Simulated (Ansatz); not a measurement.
Start from KTaO3 in the cubic perovskite structure (space group Pm-3m, No. 221; a = 3.9853 Å). Axes: x, y, z lie along the cube axes.

The values are results of PBEsol/PAW in Ansatz (a first-principles code), spin-orbit coupling left out, not measurements.

Base values:

The smallest direct gap comes out as 2.75 eV.

The change: biaxial strain −1.00 %, plane normal [111], relaxed out of plane (Cartesian); in-plane vectors clamped, the third vector and the atoms free.

### Question
Predict the new out-of-plane strain, smallest direct gap and energy relative to the base.

### Answer
The out-of-plane strain comes out as +0.83 %; the smallest direct gap drops by 0.03 eV, from 2.75 eV to 2.72 eV; the energy grows by 2.9 meV/atom.

With Ta present, leaving out spin-orbit coupling can change the band edges. Whether these cells are dynamically stable was not tested.
